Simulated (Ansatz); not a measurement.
**SrTiO3: stress against strain**

SrTiO3 (cubic perovskite, Pm-3m, 11.783 Å³/atom at rest) under an equal strain ε in the (001) plane with the normal axis free, as in a coherent film. PBEsol in Ansatz, a plane-wave DFT program (PAW, default set), 420 eV, 9×9×9 Γ-centred mesh, Fermi-Dirac smearing 0.05 eV; ions are relaxed within the symmetry of each cell. Stress is positive for a compressed cell.

Here s stands for strain and y for stress xx.

```
strain (%)  stress xx (GPa)
----------  ---------------
-3.00                     ?
-1.20                  5.02
-0.60                  2.43
0.00                  -0.01
0.60                  -2.28
1.20                  -4.42
```

**Question.** Fit y against s with a straight line, and predict the withheld value at s = -3.00.

**Answer.** Means: s 0, y 0.148. About the means, the sum of products is -14.154 and the sum of squares of s is 3.6000; the slope is their ratio. Least squares gives y = 0.148 - 3.9317·s. Residuals (row less fit): 0.154, -0.077, -0.158, -0.069, 0.150; standard error 0.165 (degrees of freedom: 3). The slope gives the biaxial elastic modulus of this plane = 393 ± 9 GPa. At the withheld row, y = 0.148 - 3.9317 × (-3.0) = 11.943 GPa. The calculation gives 13.91 GPa, 1.967 GPa above the prediction (10.7 % of the range of y in the table). The row lies outside the fitted rows, so this is an extrapolation. From the scatter of the fitted rows alone, a prediction at this place has a standard error of 0.318 GPa, so the miss is 6.2 times that.

One order more, fitted to all 11 runs of the series, follows each within 0.07, so the miss is the next term of a smooth law. The primitive cell can neither tilt nor turn polar against its symmetry, as such crystals can under strain. SrTiO3 is here the ideal cubic form; the compound distorts at low or room temperature. Rows are the converged runs of the series near zero and its far end; series whose fitted rows scatter by over a few per cent of the range, as at a crossing or softening among them, aren't shown in this form. Most that stay on the fit to the last digits aren't either.
